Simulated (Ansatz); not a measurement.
Symmetric slabs, relaxed from ideal cuts in 1x1 cells, of elemental solids: work function (eV) by functional, in Ansatz (plane waves, PAW). All structures are PBE's; the other columns are single points with references at the same level. No spin-orbit coupling, Hubbard U or dispersion. The rows are a random draw from the class, without slabs that broke up, higher cuts of a face and adsorbates that left their site.

```json
[
 {"system": "hcp Ru (10-12), ideal cut with outer spacing 1.06 Å", "PBE (eV)": "4.58", "r2SCAN (eV)": "4.58"},
 {"system": "fcc Pt (100), ideal cut with outer spacing 1.98 Å", "PBE (eV)": "5.66", "r2SCAN (eV)": "5.73"},
 {"system": "bcc W (332), ideal cut with outer spacing 0.68 Å", "PBE (eV)": "4.17", "r2SCAN (eV)": "?"},
 {"system": "bcc Mo (320), ideal cut with outer spacing 0.44 Å", "PBE (eV)": "4.28", "r2SCAN (eV)": "4.29"},
 {"system": "alpha gallium (110), ideal cut with outer spacing 0.74 Å", "PBE (eV)": "4.02", "r2SCAN (eV)": "4.13"},
 {"system": "alpha gallium (100), ideal cut with outer spacing 2.29 Å", "PBE (eV)": "4.25", "r2SCAN (eV)": "4.42"},
 {"system": "hcp Be (11-21), ideal cut with outer spacing 0.54 Å", "PBE (eV)": "4.54", "r2SCAN (eV)": "4.55"},
 {"system": "fcc Cu (110), ideal cut with outer spacing 1.28 Å", "PBE (eV)": "4.35", "r2SCAN (eV)": "4.34"}
]
```

Question: Fit a straight line y = a·x + b by least squares to the 7 complete rows (x: PBE (eV); y: r2SCAN (eV)).

Answer: the means are x̄ = 4.5257 and ȳ = 4.5771; Σ(x − x̄)² = 1.7128 and Σ(x − x̄)(y − ȳ) = 1.6891, so a = 0.986 and b = ȳ − a·x̄ = 0.114. The largest residual is 0.115.

Question: What does the line predict for the withheld row, bcc W (332), ideal cut with outer spacing 0.68 Å, and what did the calculation give?

Answer: the line gives 4.23; the calculation gave 4.21, a miss of -0.02, of the size of the fitted rows' scatter and rounding.

Ansatz is a quantum-chemistry and plane-wave program.
